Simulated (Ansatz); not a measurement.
We consider Sb (within 0.1 Å of Pm-3m, No. 221, 4 atoms in the cell; start mp-567409; another form than the element's usual one), described by r²SCAN in Ansatz (plane waves, PAW).

Input:

Ansatz 0.2 input:
```yaml
crystal:
  lattice:
    - [4.1916336249, 0.0, -1.0677335456]
    - [0.0, 4.3280754251, 0.0]
    - [-2.7233605801, 0.0, 7.0174990785]
  atoms:
    - { symbol: Sb, position: [0.5000077911, 0.75, 0.2500031874] }
    - { symbol: Sb, position: [0.4999922089, 0.25, 0.7499968126] }
    - { symbol: Sb, position: [-0.0000048647, 0.25, 0.2499997793] }
    - { symbol: Sb, position: [1.0000048647, 0.75, 0.7500002207] }
basis:
  ecutwfc: 560
  ecutrho_ratio: 4
  xc_grid: 3
kpoints:
  mp_grid: { grid: [16, 14, 10] }
hamiltonian:
  xc: r2scan
  dispersion: none
  pseudopotentials: { kind: paw }
scf:
  occupations: { method: fermi_dirac, width: 0.05 }
  convergence: { dr2_threshold: 0.0000000004 }
output:
  forces: true
  stress: true
  eigenvalues: true
```

The run printed, among other lines:

```
WARN the atoms were moved onto the symmetric positions of the space group found under crystal.symmetry.tolerance 1.0e-5 (fractional …
Crystal: 4 atoms, lattice volume = 114.724 Å³
Basis set: ecut = 560 eV, 3483 PW (Γ), exchange–correlation on 108×108×180 points (27 copies of the dense FFT grid, shifted against one another)
Bands: 36, of which v1, the nominal top of the filled ones, is band 30 counted from 1 (29 counted from 0)
Symmetry: 16 space group operations
Space group: C2/m (ITA 12), of the structure as read, at distance tolerance 4.9e-5 Å
k-points: 656 of 2240
Functional: x = r2scan, c = r2scan; τ floored in thin density (d = 2e-4 eV/Å³)
SCF iter   1: F=—  HF=-25996.219430 eV  |F-HF|=—  |Δ(HF+E_count)|=         —  Δρ=5.38e-3  dr2=1.13e-2  dr2_τ=1.40e-3
SCF iter   2: F=—  HF=-25996.252929 eV  |F-HF|=—  |Δ(HF+E_count)|=   3.35e-2  Δρ=2.72e-3  dr2=3.63e-3  dr2_τ=6.36e-5
  ...
SCF iter   7: F=—  HF=-25996.254655 eV  |F-HF|=—  |Δ(HF+E_count)|=   4.62e-8  Δρ=4.14e-6  dr2=1.31e-8  dr2_τ=6.38e-10
SCF iter   8: F=-25996.254655 eV  HF=-25996.254655 eV  |F-HF|=4.37e-11  |Δ(HF+E_count)|=   1.68e-9  Δρ=3.70e-7  dr2=1.54e-10  dr2_τ=5.78e-13
SCF 1 converged in 8 iterations: F = -25996.254655 eV  dr2 = 1.54e-10
SCF converged after 8 iterations
Free energy (F): -25996.254655 eV
Internal energy: -25996.238629 eV  (E = F + TS)
E sigma→0 (E₀):  -25996.246642 eV
Fermi energy:    10.525520 eV
--- Forces (eV/Å), atoms counted from 1 ---
  atom   1  Sb     0.00000000    -0.00000000     0.00000000
  atom   2  Sb     0.00000000    -0.00000000     0.00000000
  atom   3  Sb     0.00000000     0.00000000     0.00000000
  atom   4  Sb     0.00000000     0.00000000     0.00000000
--- Stress (GPa, compression-positive) ---
        1.763306      -0.000000       0.106495
       -0.000000       1.605183       0.000000
        0.106495       0.000000       1.428078
  P = ⅓ Tr σ = 1.5989 GPa (15.989 kbar)
```

The PAW data were made under PBE.

Note: cell and atoms aren't relaxed at this level (pressure 1.6 GPa).

A start named mp-… is a Materials Project structure, which need not be a measured phase.

Ansatz is an electronic-structure program.
